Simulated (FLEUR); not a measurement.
Short convergence ladders for Ir (Fm-3m, 1 atom in the cell)

```xyz
1
Lattice="0.0000 1.9104 1.9104 1.9104 0.0000 1.9104 1.9104 1.9104 0.0000" Properties=species:S:1:pos:R:3 pbc="T T T"
Ir     0.0000     0.0000     0.0000
```

Base method: PBE, all-electron FLAPW (FLEUR), scalar-relativistic valence.

Base settings: Kmax = 4 1/bohr; GmaxXC = 20 1/bohr; xcFunctional = pbe; jspins = 1; l_soc = F; mode = hist; fermiSmearingEnergy = 0.00367493 Htr; mesh (inpgen div1-3) = 7 7 7; inpgen gamma flag = false; Gmax = 20 1/bohr.

Core times come from one kind of shared machine, to one figure; runs under 30 s give none.

**Shifted k-point meshes**

Only quantities that move along the ladder and can be compared are tabulated.

| kpt_div | free energy less the last step's (meV/atom) | core time / last (rough) |
|---|---|---|
| 4 4 4 | 50.71 | – |
| 6 6 6 | -13.51 | – |
| 8 8 8 | 7.92 | – |
| 10 10 10 | -3.08 | – |
| 14 14 14 | -0.05 | 0.08 |
| 16 16 16 | 0.07 | 0.1 |
| 26 26 26 | 0.01 | 0.4 |
| 32 32 32 | 0.00 | 1 |

Coarsest kpt_div that holds the free energy within 2 meV/atom of the last step, with all finer ones: 14 14 14, at about 0.08 of the last step's time; the step before is off by 3.1 meV/atom.

**The width of Gaussian smearing**

In this ladder: mode = gauss; kpt_div = 12 12 12; kpt_gamma = true.

Narrow widths need finer meshes than wide ones, so the last steps can hold mesh noise.

Only quantities that move along the ladder and can be compared are tabulated; pressure and forces are left out, as mesh noise rules them at narrow widths.

```csv
fermiSmearingEnergy,total energy (no entropy term) less the last step's (meV/atom)
0.0367493 Htr,263.05
0.0183747 Htr,61.77
0.0110248 Htr,14.88
0.00734986 Htr,4.89
0.00367493 Htr,0.81
0.00183747 Htr,0.00
```

Widest fermiSmearingEnergy that holds the total energy (no entropy term) within 2 meV/atom of the last step, with all finer ones: 0.00367493 Htr; the step before is off by 4.9 meV/atom.

On the base run: the starting cell has typed, rounded lattice constants, without a prior relaxation at this level. Its lattice was rescaled by up to half a per cent. Spin polarisation is off. Values depend on the basis (sphere radii, cutoffs, local orbitals), which need not be converged.

Left out of this page: 2 runs of the series outside the window shown, repeating another row's setting, or not comparable; 1 run of the series stopped by limits of time or memory.
